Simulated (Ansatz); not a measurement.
## Competing hops of Hf vacancy in monoclinic HfO2 with all lengths changed by -1 %, charge state -4

Consider Hf vacancy in monoclinic HfO2 with all lengths changed by -1 %, charge state -4. The numbers are results of PBE, PAW (plane waves to 420 eV; Ansatz, a quantum-chemistry and plane-wave program), not measurements.

Settings: 96 host sites, the strained lattice (strain from the relaxed PBE one, atoms relaxed), the Γ point alone, smearing 0.01 eV, spin-restricted, no image-charge correction. Energies are static. Spin-orbit coupling is left out. The charge state is imposed; whether it is stable for some Fermi level was not computed. Forms of the defect that were not tried may lie lower.

Barriers: single points on a 2×2×2 k-point mesh shifted by half a step at the bands' geometries.

| Route | Start site over the lowest site run (eV) | Hop (Å) | Forward barrier (eV) | Backward barrier (eV) | Neighbours at the start | Neighbours at the saddle | Saddle order | Forward, on the band's own sampling (eV) |
|---|---|---|---|---|---|---|---|---|
| one Hf atom jumps into the vacancy from a nearby Hf site | 0.00 | 2.93 | 2.13 | 2.13 | O at 1.93, O at 1.98, O at 2.06, O at 2.24, O at 2.28, O at 2.35, O at 2.40 Å | O at 1.87, O at 1.95, O at 2.00, O at 2.32 Å | not checked | 2.13 |

Paths come from CI-NEB runs.   A further band (one Hf atom jumps into the vacancy from a nearby Hf site, 3.96 Å) gave 3.03 eV forward on its own sampling, 3.03 eV above the lowest site run, but a shoulder points to a second hump between its images, so it is not taken as a result. A further band (one Hf atom jumps into the vacancy from a nearby Hf site, 3.23 Å) gave 2.82 eV forward on its own sampling, 2.82 eV above the lowest site run, but a shoulder points to a second hump between its images, so it is not taken as a result.

The whole set of runs took roughly 9 core-hours.
